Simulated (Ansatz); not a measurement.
TiAl: response to strain

Take TiAl (space group P4/mmm, No. 123; a = 2.8241 Å, c = 4.0748 Å; relaxed with 0.1 eV smearing) as the base.

Strains are applied to the cell and any free atomic positions relax.

Level of theory: PBE, PAW, 420 eV (Ansatz, an electronic-structure program; without spin-orbit coupling).

Notes on the quantities. pressure: mean of the normal stresses, compression positive.

```
isotropic strain (%)  pressure (GPa)
--------------------  --------------
-3                              12.3
-2                               7.7
-1.5                             5.6
-1                               3.6
-0.5                             1.7
0                                0.0
1.5                                ?
2                               -6.0
2.5                             -7.2
```

Q: Fit P = P₀ − Bδ + Cδ² with δ = (1 + ε)³ − 1 to the rows shown and predict the withheld row.

A: Least squares on the printed values gives P₀ = -0.1 GPa, B = 115 GPa (at held cell shape), C = 297 GPa (largest residual 0.1 GPa); this predicts -4.7 GPa, and the run gives -4.6 GPa, in agreement.

No phonon test of stability was made. All final runs are without spin polarisation.
